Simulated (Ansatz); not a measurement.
Base system: CsPbBr$_{3}$ (space group R3m, No. 160; a hypothetical phase, not in the database extracts checked).

```xyz
5
Lattice="4.1303 2.3846 3.4460 -4.1303 2.3846 3.4460 0.0000 -4.7693 3.4460" Properties=species:S:1:pos:R:3 pbc="T T T"
Cs     0.0000     0.0000     0.2293
Pb     0.0000     0.0000     5.0630
Br     0.0000    -2.4359     6.6993
Br     2.1096     1.2180     6.6993
Br    -2.1096     1.2180     6.6993
```

Cartesian axes are those of the cell as printed.

Levels (all Ansatz, a program for electronic structure, PAW): PBEsol (420 eV, spin-orbit coupling left out); HSE06 (420 eV, scalar-relativistic without spin-orbit coupling).

Its gap is 1.52 eV with PBEsol and 2.19 eV with HSE06.

The change: uniaxial stress, 2 GPa compression along x, with the cell and atoms free to relax against it.

With PBEsol the gap becomes 1.33 eV.

### Question
If the HSE06 correction stayed the same, what would the HSE06 gap be, and what does the HSE06 run give?

### Answer
A rigid correction of +0.67 eV gives 2.00 eV. The HSE06 run gives 2.00 eV, so the two effects roughly add.

Single points use the geometry relaxed with PBEsol. HSE06 gaps are upper bounds (no full band path). Spin-orbit coupling, missing from the scalar runs, can matter with Pb. Load acts through the strain it causes; cell and atoms are relaxed under it. Beyond what the load breaks, stability against distortions was not tested.
